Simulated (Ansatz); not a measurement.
Consider the following.

```
CELL_PARAMETERS angstrom
      0.00000     2.95134     2.98085
      2.95134     0.00000     2.98085
      2.95134     2.95134     0.00000
ATOMIC_POSITIONS crystal
  Pb 0.00000 0.00000 0.00000
  S  0.50000 0.50000 0.50000
```

No spin polarisation.

Level of theory: plane-wave PAW DFT at the PBEsol level (Ansatz, a program for electronic structure, 420 eV), no spin-orbit coupling. Settings: 10×10×10 k-points, 0.05 eV Fermi–Dirac smearing.

What band gap does the calculation give?

0.23 eV.

What electron mass does the calculation give?

0.082 mₑ along k, 0.15 mₑ across (at L).

Estimate the pressure (mean of the normal stresses, compression positive).

-0.57 GPa.

With Pb present, leaving out spin-orbit coupling can change the band edges. The cells carry an imposed strain or load. Effective masses come from finite differences of ±0.01 Å⁻¹. Along k means along the line from Γ to the band edge. Stability against distortions was not tested. The cell was made from PbS in the rock salt structure (space group Fm-3m, No. 225) by this change: uniaxial strain ε_zz = +1.00 %. The zero or small gap of PbS can change with the level of theory.
